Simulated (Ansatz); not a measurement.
Electronic density of states of amorphous Zr₂₀O₄₃Sc₂, density 5.19 g/cm³, on a 2×2×2 Γ-centred mesh with a Gaussian width of 0.1 eV; energies count from the Fermi level, whose place inside the gap is arbitrary. Cell and mesh are small, so fine structure isn't converged. Method: PBE, scalar-relativistic without spin-orbit coupling (plane waves to 420 eV, PAW; Ansatz, an electronic-structure program). Sampling: a 2×2×2 Γ-centred mesh; Fermi-Dirac width 0.02 eV; no spin polarisation. At PBE the levels at the filled edge of the gap are localised (band-tail or defect states).

A CHGNet melt-quench gave the starting glass, which DFT then relaxed. O atoms were pushed apart under 1.9 Å during the dynamics, to hinder bonds among them. The hot cell started wider than the set density and was brought back towards it in steps. It is the lowest in DFT energy of 2 quenches. It is a model cell: composition and starting density were chosen by hand, and all elements were melted together. No dispersion term was used. Its density started from a set value of 5.17 and ended at 5.19 g/cm³. The quench (nominally 300 K/ps over its main leg) was far faster than any real one, so the model tends to hold more defects than a real film. Values belong to this one cell and scatter from quench to quench. Volume and shape were free in the relaxation.

```
E - EF (eV)  states/(eV atom)
-----------  ----------------
-12.00                   0.00
-11.90                   0.00
-11.80                   0.00
-11.70                   0.00
-11.60                   0.00
-11.50                   0.00
-11.40                   0.00
-11.30                   0.00
-11.20                   0.00
-11.10                   0.00
-11.00                   0.00
-10.90                   0.00
-10.80                   0.00
-10.70                   0.00
-10.60                   0.00
-10.50                   0.00
-10.40                   0.00
-10.30                   0.00
-10.20                   0.00
-10.10                   0.00
-10.00                   0.00
-9.90                    0.00
-9.80                    0.00
-9.70                    0.00
-9.60                    0.00
-9.50                    0.00
-9.40                    0.00
-9.30                    0.00
-9.20                    0.00
-9.10                    0.00
-9.00                    0.00
-8.90                    0.00
-8.80                    0.00
-8.70                    0.00
-8.60                    0.00
-8.50                    0.00
-8.40                    0.00
-8.30                    0.00
-8.20                    0.00
-8.10                    0.00
-8.00                    0.00
-7.90                    0.00
-7.80                    0.00
-7.70                    0.00
-7.60                    0.00
-7.50                    0.00
-7.40                    0.00
-7.30                    0.00
-7.20                    0.00
-7.10                    0.00
-7.00                    0.00
-6.90                    0.00
-6.80                    0.05
-6.70                    0.17
-6.60                    0.25
-6.50                    0.38
-6.40                    0.46
-6.30                    0.53
-6.20                    0.59
-6.10                    0.60
-6.00                    0.68
-5.90                    0.85
-5.80                    0.88
-5.70                    0.85
-5.60                    0.84
-5.50                    0.88
-5.40                    0.90
-5.30                    0.88
-5.20                    0.88
-5.10                    0.88
-5.00                    0.90
-4.90                    0.88
-4.80                    0.86
-4.70                    0.84
-4.60                    0.80
-4.50                    0.85
-4.40                    0.88
-4.30                    0.88
-4.20                    0.84
-4.10                    0.83
-4.00                    0.87
-3.90                    0.89
-3.80                    0.96
-3.70                    1.01
-3.60                    0.99
-3.50                    1.01
-3.40                    1.00
-3.30                    0.94
-3.20                    0.94
-3.10                    1.02
-3.00                    1.03
-2.90                    1.01
-2.80                    1.00
-2.70                    0.97
-2.60                    0.97
-2.50                    0.90
-2.40                    0.79
-2.30                    0.74
-2.20                    0.65
-2.10                    0.60
-2.00                    0.54
-1.90                    0.40
-1.80                    0.24
-1.70                    0.11
-1.60                    0.02
-1.50                    0.00
-1.40                    0.00
-1.30                    0.00
-1.20                    0.00
-1.10                    0.00
-1.00                    0.00
-0.90                    0.00
-0.80                    0.00
-0.70                    0.00
-0.60                    0.00
-0.50                    0.00
-0.40                    0.00
-0.30                    0.00
-0.20                    0.00
-0.10                    0.00
0.00                     0.00
0.10                     0.00
0.20                     0.00
0.30                     0.00
0.40                     0.00
0.50                     0.00
0.60                     0.00
0.70                     0.00
0.80                     0.00
0.90                     0.00
1.00                     0.00
1.10                     0.00
1.20                     0.00
1.30                     0.00
1.40                     0.00
1.50                     0.00
1.60                     0.02
1.70                     0.12
1.80                     0.26
1.90                     0.34
2.00                     0.42
2.10                     0.45
2.20                     0.48
2.30                     0.57
2.40                     0.68
2.50                     0.68
2.60                     0.78
2.70                     0.87
2.80                     0.89
2.90                     0.88
3.00                     0.88
3.10                     0.92
3.20                     0.92
```

The level gap on this mesh is 3.48 eV; the broadening fills part of it in the curve.
